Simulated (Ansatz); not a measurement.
## Pressure series in HgTe

Base system: HgTe in the zinc blende structure (space group F-43m, No. 216; a = 6.651 Å).

Cell and atoms are relaxed at each pressure.

Level of theory: DFT with PBE, PAW potentials and a 420 eV plane-wave cutoff in Ansatz (a quantum-chemistry and plane-wave program), no spin-orbit coupling, earlier PAW set.

Notes on the quantities. enthalpy: H = E + PV relative to the base's energy.

```csv
change,enthalpy,volume per atom
base,–,36.77 Å³
pressure −2 GPa,-0.47 eV/atom,39.45 Å³
pressure −1 GPa,-0.23 eV/atom,37.97 Å³
pressure 0.9 GPa,+0.20 eV/atom,35.89 Å³
pressure 2.1 GPa,+0.47 eV/atom,34.86 Å³
pressure 4.5 GPa,+0.98 eV/atom,33.23 Å³
pressure 9 GPa,+1.88 eV/atom,31.03 Å³
pressure 15 GPa,+3.00 eV/atom,(withheld)
pressure 22.5 GPa,+4.31 eV/atom,27.19 Å³
pressure 30 GPa,+5.55 eV/atom,25.83 Å³
```

Problem. Complete the table.

Solution. 
- pressure 15 GPa, volume per atom: 29.00 Å³

Load acts through the strain it causes; cell and atoms are relaxed under it. Whether these cells are dynamically stable was not tested. Tetrahedral semiconductors of this kind turn to denser phases somewhere between about 1 and 50 GPa; those were not computed, so compressed cells here can lie past the real transition. The final runs are not spin-polarised.
